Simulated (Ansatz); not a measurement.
## Effective masses and thermopower of TlBr (Pm-3m)

Input:

```xyz
2
Lattice="3.7733 0.0000 0.0000 0.0000 3.7733 0.0000 0.0000 0.0000 3.7733" Properties=species:S:1:pos:R:3 pbc="T T T"
Tl     0.0000     0.0000     0.0000
Br     1.8866     1.8866     1.8866
```

These are PBEsol+D3BJ with spin-orbit coupling, rigid bands (plane waves, PAW; Ansatz, an electronic-structure program) values and carry that method's errors. Condition of this run: hydrostatic pressure 2 GPa (the target of the relaxation). Cell: cell and atoms relaxed with PBEsol+d3bj, then loaded as said.

```
Quantity                                            Value
--------------------------------------------  -----------
band gap                                          0.31 eV
hole conductivity mass (300 K, dilute)            0.24 mₑ
effective density of states N_v (300 K)       9.5e18 cm⁻³
density-of-states mass, holes                     0.52 mₑ
Seebeck coefficient, p-type 1e19 cm⁻³, 300 K     215 μV/K
```

Rigid bands; masses and Seebeck coefficients take one relaxation time τ for all states and one kind of carrier; polarons and phonon drag are left out. Geometry: cell and atoms relaxed with PBEsol+D3(BJ).
